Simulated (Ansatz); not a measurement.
Results of PBEsol (PAW; Ansatz, a quantum-chemistry and plane-wave program) for LaWN₃ (R3c, No. 161, 10 atoms in the cell; start mp-989524).

Settings: plane-wave cutoff 520 eV, 8×8×8 k mesh, Fermi–Dirac smearing 0.01 eV, no spin polarisation, scalar-relativistic PAW data made under PBE.

Cell (relaxed at this level):

```
CELL_PARAMETERS angstrom
      2.82391     1.63039     4.57642
     -2.82391     1.63039     4.57642
      0.00000    -3.26077     4.57642
ATOMIC_POSITIONS crystal
  La 0.53683 0.53683 0.53683
  La 0.03683 0.03683 0.03683
  W  0.78549 0.78549 0.78549
  W  0.28549 0.28549 0.28549
  N  0.00038 0.10324 0.55575
  N  0.55575 0.00038 0.10324
  N  0.10324 0.55575 0.00038
  N  0.05575 0.60324 0.50038
  N  0.60324 0.50038 0.05575
  N  0.50038 0.05575 0.60324
```

Problem. Estimate the band gap and direct gap at Γ that the calculation returns.

Solution. 
band gap: 0.99 eV (on the SCF k mesh)
direct gap at Γ: 1.28 eV

Note: the relaxation could not lower the start's symmetry, so the cell can be a saddle point above a distorted one.

Spin–orbit coupling is not included.

Static lattice: no zero-point or thermal effects.

A start named mp-… is a Materials Project structure, which need not be a measured phase.
